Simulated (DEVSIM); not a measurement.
Device: illuminated Si p-on-n cell, one wavelength, with a back-surface field, at 250 K.

| layer (left to right) | material | thickness (μm) | Nd (cm⁻³) | Na (cm⁻³) | τn (s) | τp (s) | absorption coefficient (cm⁻¹) |
|---|---|---|---|---|---|---|---|
| 1 | Si | 0.100 | - | 8.9e17 | 5.3e-5 | 1.1e-5 | 8700 |
| 2 | Si | 84.0 | 7.3e15 | - | 0.00011 | 0.00011 | 8700 |
| 3 | Si | 0.270 | 1.1e18 | - | 0.00011 | 0.00011 | 8700 |

Left contact: ohmic, minority electron recombination velocity 700 cm/s. Right contact: ohmic, minority hole recombination velocity 2e5 cm/s. Voltage is applied to the left contact. Recombination: SRH at mid-gap, radiative, Auger. Light enters at the left, 5.4e16 photons cm⁻² s⁻¹, one pass, no reflection. Mobility is μmin + (μ − μmin)/(1 + (N/Nref)^α).

Constants are typed, rounded textbook-type inputs, not results; the design itself was drawn at random and stands for no fabricated device. Values at 300 K; Nc and Nv go as T^1.5, mobilities as T to minus their exponent, the gap by Varshni's rule with the affinity fixed.

```tsv
parameter	Si
gap (eV)	1.124
affinity (eV)	4.05
permittivity	11.7
Nc (cm⁻³)	2.86e19
Nv (cm⁻³)	3.1e19
μn (cm²/Vs)	1417
μp (cm²/Vs)	470
μn,min	52
μp,min	45
Nref,n	9.7e16
Nref,p	2.2e17
αn	0.68
αp	0.72
T exponent of μn	2.3
T exponent of μp	2.2
B (cm³/s)	4.7e-15
Cn (cm⁶/s)	2.8e-31
Cp (cm⁶/s)	9.9e-32
Varshni α (eV/K)	0.000473
Varshni β (K)	636
```

DEVSIM, 1D drift-diffusion, Boltzmann statistics, complete ionisation; no tunnelling, impact ionisation, image-force lowering or self-heating.

The thickness of layer 3 was swept, all else fixed.

```json
[
 {"thickness of layer 3 (μm)": "0.054", "dark forward voltage at 100 A/cm² (V)": "0.941", "largest power (mW/cm²)": "5.15", "open-circuit voltage (V)": "0.691", "dark forward voltage at 1 A/cm² (V)": "0.800"},
 {"thickness of layer 3 (μm)": "0.095", "dark forward voltage at 100 A/cm² (V)": "0.942", "largest power (mW/cm²)": "5.16", "open-circuit voltage (V)": "0.693", "dark forward voltage at 1 A/cm² (V)": "0.802"},
 {"thickness of layer 3 (μm)": "0.16", "dark forward voltage at 100 A/cm² (V)": "0.942", "largest power (mW/cm²)": "5.18", "open-circuit voltage (V)": "0.695", "dark forward voltage at 1 A/cm² (V)": "0.804"},
 {"thickness of layer 3 (μm)": "0.27", "dark forward voltage at 100 A/cm² (V)": "0.944", "largest power (mW/cm²)": "5.21", "open-circuit voltage (V)": "0.699", "dark forward voltage at 1 A/cm² (V)": "0.808"},
 {"thickness of layer 3 (μm)": "0.46", "dark forward voltage at 100 A/cm² (V)": "0.946", "largest power (mW/cm²)": "5.25", "open-circuit voltage (V)": "0.703", "dark forward voltage at 1 A/cm² (V)": "0.813"},
 {"thickness of layer 3 (μm)": "0.81", "dark forward voltage at 100 A/cm² (V)": "0.948", "largest power (mW/cm²)": "5.31", "open-circuit voltage (V)": "?", "dark forward voltage at 1 A/cm² (V)": "?"},
 {"thickness of layer 3 (μm)": "1.4", "dark forward voltage at 100 A/cm² (V)": "0.951", "largest power (mW/cm²)": "5.36", "open-circuit voltage (V)": "0.715", "dark forward voltage at 1 A/cm² (V)": "0.826"}
]
```

Question: What belongs in the gaps?

Answer: 
- 0.81, open-circuit voltage (V): 0.709
- 0.81, dark forward voltage at 1 A/cm² (V): 0.819
